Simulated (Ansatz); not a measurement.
**The (100) surface of fcc Cu in its 1x1 cell**

Level of theory: PBE (plane waves to 420 eV, PAW; Ansatz, an electronic-structure program).

Set-up: 4 atoms, 5.4 Å thick at the start (thin: gaps and levels are the slab's own); mesh 12x12x1; 0.1 eV smearing; dipole correction on; all atoms relaxed; symmetry of the start imposed; no spin, no spin-orbit, no U.

```yaml
work_function_of_the_top_face: 4.55 eV
energy_released_by_relaxation: 0.010 eV
cost: around 80 core-seconds (rough)
```
